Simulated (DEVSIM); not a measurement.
System: abrupt Ge n-p junction, at 300 K.

| layer (left to right) | material | thickness (μm) | Nd (cm⁻³) | Na (cm⁻³) | τn (s) | τp (s) |
|---|---|---|---|---|---|---|
| 1 | Ge | 0.140 | 2.7e17 | - | 5e-6 | 5e-6 |
| 2 | Ge | 190 | - | 4.6e14 | 5e-6 | 5e-6 |

Left contact: ohmic. Right contact: ohmic. Voltage is applied to the left contact. Recombination: SRH at mid-gap, radiative, Auger. Mobility is μmin + (μ − μmin)/(1 + (N/Nref)^α).

The device is made up for the run: typed textbook-type constants, with dimensions and the other settings drawn at random. Values at 300 K.

```tsv
parameter	Ge
gap (eV)	0.664
affinity (eV)	4
permittivity	16
Nc (cm⁻³)	1.04e19
Nv (cm⁻³)	6e18
μn (cm²/Vs)	3900
μp (cm²/Vs)	1900
μn,min	150
μp,min	100
Nref,n	2.6e17
Nref,p	4e17
αn	0.56
αp	0.6
B (cm³/s)	6.4e-14
Cn (cm⁶/s)	1e-31
Cp (cm⁶/s)	1e-31
```

Simulated with DEVSIM: 1D drift-diffusion, Boltzmann statistics, complete ionisation; no tunnelling, impact ionisation, image-force lowering or self-heating.

Problem. Tabulate band edges, carrier densities and field at zero bias.

Solution. Energies count from the Fermi level of the right contact; mesh points crowd at the junctions.

| x (μm) | Ec (eV) | Ev (eV) | n (cm⁻³) | p (cm⁻³) | field (V/cm) |
|---|---|---|---|---|---|
| 0.000 | 0.094 | -0.570 | 2.7e17 | 1.6e9 | ≈ 0 |
| 0.02771 | 0.094 | -0.570 | 2.7e17 | 1.6e9 | ≈ 0 |
| 0.07553 | 0.094 | -0.570 | 2.7e17 | 1.6e9 | 33 |
| 0.1189 | 0.098 | -0.566 | 2.4e17 | 1.8e9 | 3500 |
| 0.1552 | 0.150 | -0.514 | 3.2e16 | 1.4e10 | 15000 |
| 0.2083 | 0.200 | -0.464 | 4.5e15 | 9.7e10 | 6800 |
| 0.3335 | 0.263 | -0.401 | 4.0e14 | 1.1e12 | 4000 |
| 0.7979 | 0.381 | -0.283 | 4.2e12 | 1.0e14 | 1400 |
| 1.723 | 0.418 | -0.246 | 9.8e11 | 4.5e14 | 35 |
| 3.901 | 0.419 | -0.245 | 9.5e11 | 4.6e14 | ≈ 0 |
| 9.035 | 0.419 | -0.245 | 9.5e11 | 4.6e14 | ≈ 0 |
| 29.25 | 0.419 | -0.245 | 9.5e11 | 4.6e14 | ≈ 0 |
| 68.75 | 0.419 | -0.245 | 9.5e11 | 4.6e14 | ≈ 0 |
| 134.3 | 0.419 | -0.245 | 9.5e11 | 4.6e14 | ≈ 0 |
| 172.3 | 0.419 | -0.245 | 9.5e11 | 4.6e14 | ≈ 0 |
| 182.6 | 0.419 | -0.245 | 9.5e11 | 4.6e14 | ≈ 0 |
| 186.9 | 0.419 | -0.245 | 9.5e11 | 4.6e14 | ≈ 0 |
| 188.8 | 0.419 | -0.245 | 9.5e11 | 4.6e14 | ≈ 0 |
| 189.8 | 0.419 | -0.245 | 9.5e11 | 4.6e14 | ≈ 0 |
| 190.0 | 0.419 | -0.245 | 9.5e11 | 4.6e14 | ≈ 0 |
| 190.1 | 0.419 | -0.245 | 9.5e11 | 4.6e14 | ≈ 0 |
| 190.1 | 0.419 | -0.245 | 9.5e11 | 4.6e14 | ≈ 0 |
